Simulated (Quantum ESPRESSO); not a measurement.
Several settings converged on HfAu (P4mm, 4 atoms in the cell)

```
CELL_PARAMETERS angstrom
      3.46644     0.00000     0.00000
      0.00000     3.46644     0.00000
      0.00000     0.00000     6.28892
ATOMIC_POSITIONS crystal
  Hf 0.00000 0.50000 0.85953
  Hf 0.50000 0.00000 0.14842
  Au 0.00000 0.50000 0.37143
  Au 0.50000 0.00000 0.62857
```

Base method: LDA (PZ), GBRV 1.5 ultrasoft (LDA) pseudopotentials (plane waves; Quantum ESPRESSO).

Base settings: ecutwfc = 40 Ry; ecutrho = 320 Ry; occupations = smearing; smearing = fermi-dirac; degauss = 0.0073499 Ry; potentials = {Hf: hf_lda_v1.uspp.F.UPF, Au: au_lda_v1.uspp.F.UPF}; K_POINTS = automatic 4 4 2 0 0 0; conv_thr = 1e-11 Ry; mixing_beta = 0.3.

The count of work is k-points × plane waves × bands × iterations; it is no time. Core times come from one kind of shared machine, to one figure; runs under 30 s give none.

**The cutoff for other potential files**

Level: DFT, LDA (PZ), plane waves, PSlibrary ultrasoft (LDA) pseudopotentials.

In this ladder: pseudopotentials = {Hf: Hf.pz-spn-rrkjus_psl.1.0.0.UPF, Au: Au.pz-n-rrkjus_psl.1.0.0.UPF}. Moved along: ecutrho.

The second cell is the first with its lattice scaled by 0.98.

The mesh stays at the base's, so the ladder's end is converged at best in this setting alone.

Only quantities that move along the ladder and can be compared are tabulated.

| ecutwfc | free energy less the last step's (meV/atom) | energy of the compressed cell less the first (meV/atom) | pressure (GPa) | largest difference of a force vector from the last step's (eV/Å) | count of work / last | core time / last (rough) |
|---|---|---|---|---|---|---|
| 25 Ry | 535.27 | -11.86 | -19.41 | 0.024 | 0.12 | 0.2 |
| 30 Ry | 231.43 | -9.54 | -12.26 | 0.019 | 0.14 | 0.2 |
| 38 Ry | 69.92 | -9.98 | -8.26 | 0.002 | 0.20 | 0.3 |
| 55 Ry | 11.95 | -10.82 | -6.56 | 0.001 | 0.38 | 0.2 |
| 82 Ry | 4.08 | -10.85 | -6.44 | 0.000 | 0.65 | 0.7 |
| 110 Ry | 0.00 | -10.89 | -6.33 | 0.000 | 1.0 | 1 |

Coarsest ecutwfc that holds the forces within 0.01 eV/Å of the last step, with all finer ones: 38 Ry, at 0.20 of the last step's count of work and about 0.3 of the last step's time; the step before is off by 0.019 eV/Å.

Coarsest ecutwfc that holds the energy of the compressed cell less the first within 0.5 meV/atom of the last step, with all finer ones: 55 Ry, at 0.38 of the last step's count of work and about 0.2 of the last step's time; the step before is off by 0.91 meV/atom.

Coarsest ecutwfc that holds the pressure within 0.5 GPa of the last step, with all finer ones: 55 Ry, at 0.38 of the last step's count of work and about 0.2 of the last step's time; the step before is off by 1.9 GPa.

At the lowest cutoff the pressure lies 13.1 GPa under the last step's, the usual sign of Pulay stress in an incomplete plane-wave basis.

**The relaxed cell against the cutoff**

On HfAu (P4/nmm, 4 atoms in the cell): atoms on their sites.

In this ladder: calculation = vc-relax; tprnfor = default; tstress = default. Moved along: ecutrho.

The mesh stays at the base's, so the ladder's end is converged at best in this setting alone.

Only quantities that move along the ladder and can be compared are tabulated.

| ecutwfc | relaxed volume (Å³/atom) | relaxation steps | core time / last (rough) |
|---|---|---|---|
| 20 Ry | 16.986 | 6 | 0.1 |
| 24 Ry | 18.106 | 7 | 0.2 |
| 28 Ry | 18.249 | 8 | 0.3 |
| 40 Ry | 18.213 | 8 | 0.3 |
| 60 Ry | 18.257 | 8 | 1 |

Coarsest ecutwfc that holds the relaxed volume within 0.091 Å³/atom of the last step, with all finer ones: 28 Ry, at about 0.3 of the last step's time; the step before is off by 0.15 Å³/atom.

At the lowest cutoff the cell relaxes to a volume 7.0 % smaller than at the highest.

On the base run: the starting cell comes from a database of computed structures (which also holds hypothetical and non-ambient phases and stackings), without a prior relaxation at this level. Its lattice was rescaled by up to half a per cent. One atom was moved a little off its site on purpose. Without a gap this mesh is coarse (it stands for a supercell whose shortest vector is 13 Å).
